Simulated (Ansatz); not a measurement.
Spacing of the highest filled and lowest empty level at the zone centre in eight small model glasses of hand-chosen composition and density, fast-quenched (anions pushed apart in CHGNet runs), each at its PBE geometry, by PBE and by HSE06 (Ansatz, a program for electronic structure, plane waves, PAW). The cells are the first eight to finish that balance their formal charges, show no moments and no lower geometry on charging where those were tested, and have a gap at both levels; defect levels can set the spacings, and exact exchange is cut at the cells' faces.

```json
[
 {"cell": "Zr20O43Y2", "quench by": "CHGNet", "pressure (GPa)": "0.0", "levels at the gap": "localised at the filled edge", "PBE (eV)": "3.37", "experiment, tabulated (eV)": "-"},
 {"cell": "Hf18O39Al2", "quench by": "CHGNet", "pressure (GPa)": "-1.1", "levels at the gap": "localised at the filled edge", "PBE (eV)": "3.93", "experiment, tabulated (eV)": "-"},
 {"cell": "Zr20O45Nb2", "quench by": "CHGNet", "pressure (GPa)": "-1.7", "levels at the gap": "localised at the filled edge", "PBE (eV)": "2.98", "experiment, tabulated (eV)": "-"},
 {"cell": "In24O38Zr", "quench by": "CHGNet", "pressure (GPa)": "0.7", "levels at the gap": "localised at the filled edge", "PBE (eV)": "0.60", "experiment, tabulated (eV)": "-"},
 {"cell": "Si24O47Cl2", "quench by": "CHGNet", "pressure (GPa)": "0.0", "levels at the gap": "localised at the filled edge", "PBE (eV)": "5.13", "experiment, tabulated (eV)": "-"},
 {"cell": "In24O39W", "quench by": "CHGNet", "pressure (GPa)": "0.2", "levels at the gap": "localised at the filled edge", "PBE (eV)": "0.39", "experiment, tabulated (eV)": "-"},
 {"cell": "Si24O53P2", "quench by": "CHGNet", "pressure (GPa)": "0.3", "levels at the gap": "localised at the filled edge", "PBE (eV)": "4.73", "experiment, tabulated (eV)": "-"},
 {"cell": "Si24O51Mo", "quench by": "CHGNet", "pressure (GPa)": "0.0", "levels at the gap": "localised at both edges", "PBE (eV)": "1.66", "experiment, tabulated (eV)": "-"}
]
```

### Question
What does HSE06 give, and how does it move these values against PBE?

### Answer
Zr20O43Y2 4.88, Hf18O39Al2 5.52, Zr20O45Nb2 4.41, In24O38Zr 2.02, Si24O47Cl2 6.72, In24O39W 1.87, Si24O53P2 6.56, Si24O51Mo 3.11 eV. It raises them by +1.42 to +1.83 eV, +1.53 eV on average. A straight line through the eight gives HSE06 = 1.05 × PBE +1.38 eV, with a scatter of 0.09 eV.
